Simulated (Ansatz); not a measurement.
Functionals compared on a constructed model of the (110) surface of bcc Fe, ferromagnetic, a pseudomorphic layer of Cu in the host's stacking (bottom of the slab: a bare face, its two planes held), in Ansatz (plane waves, PAW). The structure was relaxed with PBE; the other rows are single points on it. Cutoff 420 eV.

Slab: 7 atoms, 12.4 Å thick at the start; k 16x16x1, smearing 0.1 eV, dipole-corrected; 2 atoms held, the rest relaxed; symmetry of the start imposed; spin-polarised, ending with about 13.8 μB a cell; orders that need a larger cell were not tried, no spin-orbit, no U. It is one candidate, not shown to be the stable structure of the face. These notes are the PBE run's.

```tsv
functional	work function of the top face (eV)	magnetic moment of the cell (μB)	rough cost of the single point
PBE	4.68	13.84	–
RPBE	4.50	14.05	roughly 2.9 core-minutes
```

Ansatz is an electronic-structure program.
